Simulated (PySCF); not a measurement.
A user runs PySCF on BeSe (F-43m, 2 atoms in the cell) and asks whether the run is sound. The aim is a self-consistent single point with DFT LDA, Gaussian basis gth-dzvp-molopt-sr, GTH pseudopotentials gth-pade, FFT density fitting with multigrid.

Cell that was meant: a = 3.6543 Å, b = 3.6543 Å, c = 3.6543 Å, α = 60.00°, β = 60.00°, γ = 60.00°.

Part of the input:

```python
              [2.58397, 2.58397, 0]]),
    atom='''
Be              0              0              0
Se       1.291985      11.627865      11.627865
''',
    basis='gth-dzvp-molopt-sr',
    pseudo='gth-pade',
```

Output, abridged:

```
[INPUT] verbose = 4
[INPUT] num. atoms = 2
[INPUT] num. electrons = 10
[INPUT] charge = 0
[INPUT] spin (= nelec alpha-beta = 2S) = 0
   [... lines left out ...]
diis_start_cycle = 1
diis_space = 8
diis_damp = 0
SCF conv_tol = 1e-08
SCF conv_tol_grad = None
SCF max_cycles = 50

******** PBC SCF flags ********
N kpts = 8
Exchange divergence treatment (exxdiv) = ewald
    madelung (= occupied orbital energy shift) = 0.2347361351749858
    Total energy shift due to Ewald probe charge = -1/2 * Nelec*madelung = -1.17368067587
DF object = <pyscf.pbc.df.fft.FFTDF object>
Uniform grid, mesh = [55 55 55]
Set gradient conv threshold to 0.0001
nelec by numeric integration = 10.00139538036945
init E= -24.1875834440707
  HOMO = 0.184060005501  LUMO = 0.305186972151  gap/eV = 3.29603
cycle= 1 E= -23.9989137981753  delta_E= 0.189  |g|= 0.118  |ddm|= 7.35
  HOMO = 0.203764194872  LUMO = 0.318063206219  gap/eV = 3.11023
cycle= 2 E= -23.9997666568594  delta_E= -0.000853  |g|= 0.0291  |ddm|= 0.511
  HOMO = 0.2003032887  LUMO = 0.315960898209  gap/eV = 3.14720
cycle= 3 E= -23.9998188287677  delta_E= -5.22e-05  |g|= 0.00213  |ddm|= 0.102
  HOMO = 0.200418132204  LUMO = 0.315917783802  gap/eV = 3.14291
cycle= 4 E= -23.9998189691517  delta_E= -1.4e-07  |g|= 0.00147  |ddm|= 0.0083
  HOMO = 0.200373342427  LUMO = 0.31593645994  gap/eV = 3.14463
cycle= 5 E= -23.9998190944596  delta_E= -1.25e-07  |g|= 1.81e-05  |ddm|= 0.00337
  HOMO = 0.200373167975  LUMO = 0.315936478871  gap/eV = 3.14464
cycle= 6 E= -23.9998190949567  delta_E= -4.97e-10  |g|= 8.33e-06  |ddm|= 5.18e-05
  HOMO = 0.200373083139  LUMO = 0.315936513773  gap/eV = 3.14464
nelec by numeric integration = 9.999481743579647
Extra cycle  E= -23.9998190946192  delta_E= 3.38e-10  |g|= 6.59e-06  |ddm|= 3e-05
converged SCF energy = -23.9998190946192
electrons per cell = 10.000000
highest filled level = 0.200373 Ha, lowest empty level = 0.315937 Ha
```

### Question
Is anything amiss in this input, and did it matter?

### Answer
The run is not sound. The fault is an atom typed several cells away. The crystal is the same, but lattice sums are built about the typed positions. To fix it, wrap the atom into the cell. The run converged in 6 iterations without an error; against the sound input the free energy falls by 14.5 meV/atom and the gap on the mesh goes from 3.205 to 3.145 eV. The full log also holds: “WARN: Atoms found out of the primitive cell.”.

The sound input it was made from differs as follows (other fixes are possible):
```diff
-Se       1.291985      11.627865      11.627865
+Se       1.291985       1.291985       1.291985
```

With that input, the run converged in 6 iterations: free energy E − TS -653.0393 eV; top of the valence band (on the code's own zero) 5.42 eV; gap on the k-point mesh 3.21 eV (DFT LDA, Gaussian basis gth-dzvp-molopt-sr, GTH pseudopotentials gth-pade, FFT density fitting with multigrid).

On the sound input: the starting cell comes from a database of computed structures (which also holds hypothetical and non-ambient phases and stackings), without a prior relaxation at this level. Values carry the incompleteness of an atom-centred basis. The mesh is very coarse (it stands for a supercell whose shortest vector is 7 Å): a converged loop gives no converged values here.
